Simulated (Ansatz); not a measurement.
A relaxation of cell and atoms of ZrSc (P-6m2, 2 atoms in the cell) with Ansatz (an electronic-structure program).

Method of the run: LDA (PW92), default PAW files made with PBE (plane waves; Ansatz).

The change in words: atoms on their sites; basis.ecutwfc: 420 eV → 630 eV; relax: default → cell and atoms. Reference geometry:
```
ZrSc
1.0
    3.29926     0.00000     0.00000
   -1.64963     2.85725     0.00000
    0.00000     0.00000     5.18079
Zr Sc
1 1
Cartesian
  1.64963   0.95241   0.05000
  0.00000   0.00000   2.59039
```

Reference input (self-consistent single point, DFT, LDA (PW92), plane waves, default PAW files made with PBE): basis.ecutwfc = 420 eV; kpoints.mp_grid.grid = 11 11 7; hamiltonian.xc = lda; hamiltonian.pseudopotentials = {kind: paw} (the program's default PAW files); scf.occupations.method = fermi_dirac; scf.occupations.width = 0.1 eV. This run's input differs from it in these lines:

Ansatz 0.2 input:
```diff
@@ -6,6 +6,6 @@
   atoms:
-    - { symbol: Zr, position_ang: [1.649634, 0.952414, 0.050000] }
+    - { symbol: Zr, position_ang: [1.649634, 0.952414, 0.000000] }
     - { symbol: Sc, position_ang: [0.000000, 0.000000, 2.590393] }
 basis:
-  ecutwfc: 420.0
+  ecutwfc: 630.0
 kpoints:
@@ -21,2 +21,4 @@
     width: 0.1
+relax:
+  cell: {}
 output:
```

Log, with long lists cut:

```
   [... SCF lines of the steps left out ...]
relax step   1: F+E_penalty+E_count = -6166.40987851 eV  Δ(F+E_penalty+E_count) = +0.000e0 eV  max|allowed force component| = 1.041e-16 eV/Å  Δτ_max = 0.0000 Å  P = -7.202 GPa  Ω = 48.838 Å³  (7 SCF iters, dr2 threshold 1.00e-7 eV, accepted)
relax step   2: F+E_penalty+E_count = -6166.50778437 eV  Δ(F+E_penalty+E_count) = -9.791e-2 eV  max|allowed force component| = 1.180e-16 eV/Å  Δτ_max = 0.0000 Å  P = +3.620 GPa  Ω = 42.212 Å³  energy of the carried Pulay correction = +1.035e-4 eV  [...]
relax step   3: F+E_penalty+E_count = -6166.52714483 eV  Δ(F+E_penalty+E_count) = -1.936e-2 eV  max|allowed force component| = 5.435e-17 eV/Å  Δτ_max = 0.0000 Å  P = -0.393 GPa  Ω = 44.214 Å³  energy of the carried Pulay correction = +7.073e-5 eV  [...]
relax step   4: F+E_penalty+E_count = -6166.52742053 eV  Δ(F+E_penalty+E_count) = -2.757e-4 eV  max|allowed force component| = 9.021e-17 eV/Å  Δτ_max = 0.0000 Å  P = -0.017 GPa  Ω = 44.009 Å³  energy of the carried Pulay correction = +7.404e-5 eV  [...]
relax step   5: F+E_penalty+E_count = -6166.52736744 eV  Δ(F+E_penalty+E_count) = +5.309e-5 eV  max|allowed force component| = 9.599e-17 eV/Å  Δτ_max = 0.0000 Å  P = -0.018 GPa  Ω = 44.009 Å³  stress off target by 3.48e-2 GPa  SCF on the basis [...]
basis re-selected at this cell: Δ(F+E_penalty+E_count) = +5.309e-5 eV, ΔP = -0.001 GPa vs the last step
the relaxation is at rest under the 12 symmetry operations that the run kept from its start: a minimum is not shown …
Stability not checked: this state was not tested for a lower state beside it, because too few of the mixer's solves of this state at the end of the SCF gave a …
Free energy (F): -6166.527367 eV
Internal energy: -6166.430754 eV  (E = F + TS)
   [... lines left out ...]
Fermi energy:    12.393442 eV
   [... lines left out ...]
  cell:  # Å, volume = 44.0094 Å³
    - [3.1789314361232823, -6.679785120461894e-18, 4.019129061318817e-18]
    - [-1.5894657180616412, 2.7530353805717107, -2.0095645306594077e-18]
    - [6.31117884144825e-18, 1.0918826275563758e-33, 5.028664773876067]
  atoms:
    - { symbol: Zr, position: [0.6666666666666669, 0.3333333333333334, 9.62964972193618e-35] }
    - { symbol: Sc, position: [3.700742533091202e-17, 8.987347941994132e-34, 0.5] }
```

The run converged.  The full log also holds: “iter 5 did not close the SCF: its close was put off for the readings that it lacked (scf_convergence_deferred on its scf_iter line)”. The full log also holds: “iter 5 did not close the SCF: its close was put off for the readings that it lacked (scf_convergence_deferred on its scf_iter line)”.

Summary of the result:
* **Free energy E − TS (on the zero of these files)**: -6166.5274 eV
* **Fermi level (on the code's own zero)**: 12.39 eV
* **Pressure**: -0.02 GPa
* **Final cell**: a = b = 3.1789 Å, c = 5.0287 Å, α = β = 90.00°, γ = 120.00°
* **Final volume per atom**: 22.00 Å³
* **Relaxation steps**: 5

The starting cell comes from a database of computed structures (which also holds hypothetical and non-ambient phases and stackings), without a prior relaxation at this level. Its lattice was rescaled by up to half a per cent. The relaxation keeps the symmetry of its start, so its end need not be a minimum. Ansatz's pressure includes its estimate of the finite-basis (Pulay) stress.

Cost on one core of a shared machine: roughly 50 s.
